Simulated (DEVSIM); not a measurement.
Structure: illuminated Si n-on-p cell, one wavelength, with a back-surface field, at 350 K.

```
layer (left to right)  material  thickness (μm)  Nd (cm⁻³)  Na (cm⁻³)  τn (s)  τp (s)  absorption coefficient (cm⁻¹)
---------------------  --------  --------------  ---------  ---------  ------  ------  -----------------------------
1                            Si           0.650     2.1e18          -  3.5e-9  2.6e-8                            420
2                            Si            97.0          -     6.3e15  1.2e-7  1.2e-7                            420
3                            Si           0.130          -       1e18  1.2e-7  1.2e-7                            420
```

Left contact: ohmic, minority hole recombination velocity 10 cm/s. Right contact: ohmic, minority electron recombination velocity 8e6 cm/s. Voltage is applied to the left contact. Recombination: SRH at mid-gap, radiative, Auger. Light enters at the left, 2.1e17 photons cm⁻² s⁻¹, one pass, no reflection. Mobility is μmin + (μ − μmin)/(1 + (N/Nref)^α).

Constants are typed, rounded textbook-type inputs, not results; the design itself was drawn at random and stands for no fabricated device. Values at 300 K; Nc and Nv go as T^1.5, mobilities as T to minus their exponent, the gap by Varshni's rule with the affinity fixed.

```
parameter               Si
----------------  --------
gap (eV)             1.124
affinity (eV)         4.05
permittivity          11.7
Nc (cm⁻³)          2.86e19
Nv (cm⁻³)           3.1e19
μn (cm²/Vs)           1417
μp (cm²/Vs)            470
μn,min                  52
μp,min                  45
Nref,n              9.7e16
Nref,p              2.2e17
αn                    0.68
αp                    0.72
T exponent of μn       2.3
T exponent of μp       2.2
B (cm³/s)          4.7e-15
Cn (cm⁶/s)         2.8e-31
Cp (cm⁶/s)         9.9e-32
Varshni α (eV/K)  0.000473
Varshni β (K)          636
```

Simulated with DEVSIM: 1D drift-diffusion, Boltzmann statistics, complete ionisation; no tunnelling, impact ionisation, image-force lowering or self-heating.

The minority lifetime in layer 1 was swept, all else fixed.

```tsv
minority lifetime in layer 1 (s)	short-circuit current (mA/cm²)	largest power (mW/cm²)	share of generated pairs collected at short circuit	dark forward voltage at 100 A/cm² (V)
7.8e-10	14.8	4.01	0.449	1.331
2.6e-9	15.0	4.07	0.454	1.321
7.8e-9	15.1	4.10	0.457	1.317
2.6e-8	15.2	4.11	0.458	1.315
7.8e-8	15.2	4.11	0.458	1.314
2.6e-7	15.2	4.11	0.458	1.314
7.8e-7	15.2	4.11	0.459	1.314
```

From the first row to the last the short-circuit current goes from 14.8 to 15.2. From the first row to the last the largest power goes from 4.01 to 4.11.
